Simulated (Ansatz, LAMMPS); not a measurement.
**Ge well of 12 atomic layers along [001] in random Si0.3Ge0.7, interfaces one step of a layer**

Cell 17.02 × 17.02 × 51.61 Å, Si117Ge531, 648 atoms. Prepared with LAMMPS with Tersoff's 1989 multicomponent potential (SiCGe.tersoff): minimisation. 

Method: PBE, support functions at accuracy medium on the grid of 370 eV (norm-conserving potentials; Ansatz, an electronic-structure program).

Basis: localised support functions (accuracy medium) on a full density matrix. k-points: zone centre alone; occupations: Fermi-Dirac, 0.010 eV; spin polarisation not allowed. Scalar-relativistic, no spin-orbit coupling.

The Kohn-Sham gap of the cell on its k-mesh is 0.15 eV and the weight of the highest filled level on the well is 0.69. The weight of the lowest empty level on the well is 0.39, the coordination (neighbours within 2.929 Å) is 100.0 % 4-fold and the Ge-Ge bonds, mean ± spread is 2.482 ± 0.006 Å. The Ge-Si bonds, mean ± spread is 2.437 ± 0.008 Å. The Si-Si bonds, mean ± spread is 2.389 ± 0.007 Å. The bond angles, mean ± spread is 109.5° ± 1.1°, the pressure is 0.25 GPa and the cost of the final run comes out as about 40 core-minutes (a rough figure), 13 SCF iterations, 13 GiB.
